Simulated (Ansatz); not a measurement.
# Pd3GaN (model structure, started from the Ni3MgC type, Pm-3m, No. 221, 5 atoms in the cell)

These are PBE in Ansatz (plane waves, PAW) values and carry that method's errors.

Numerical settings: plane-wave cutoff 520 eV, 14×14×14 k mesh, Fermi–Dirac smearing 0.05 eV, scalar-relativistic PAW data made under PBE.

Cell (relaxed at this level):

```cif
data_GaNPd3
_chemical_formula_sum 'Ga1 Pd3 N1'
_space_group_name_H-M_alt 'P 1'
_space_group_IT_number 1
_cell_length_a 4.14768
_cell_length_b 4.14768
_cell_length_c 4.14768
_cell_angle_alpha 90.000
_cell_angle_beta 90.000
_cell_angle_gamma 90.000
loop_
_space_group_symop_operation_xyz
  'x, y, z'
loop_
_atom_site_label
_atom_site_type_symbol
_atom_site_fract_x
_atom_site_fract_y
_atom_site_fract_z
_atom_site_occupancy
Ga1 Ga 0.00000 0.00000 0.00000 1
Pd1 Pd 0.00000 0.50000 0.50000 1
Pd2 Pd 0.50000 0.00000 0.50000 1
Pd3 Pd 0.50000 0.50000 0.00000 1
N1 N 0.50000 0.50000 0.50000 1
```

```json
{
  "band_gap": "none",
  "bulk modulus B0": "157 GPa"
}
```

Note: the bulk modulus is −V dP/dV from two relaxed cells at ±2 % in volume; the relaxation could raise the start's symmetry but not lower it, so the cell can be a saddle point.

Spin–orbit coupling is not included.

Computed values are for the static lattice.

The result took about 3 core-minutes (a rough figure).

A model structure was made by putting elements into a prototype or built by hand; it is no filed structure, need not be a known phase, and can be a saddle point held by its symmetry.

Ansatz is a first-principles code.
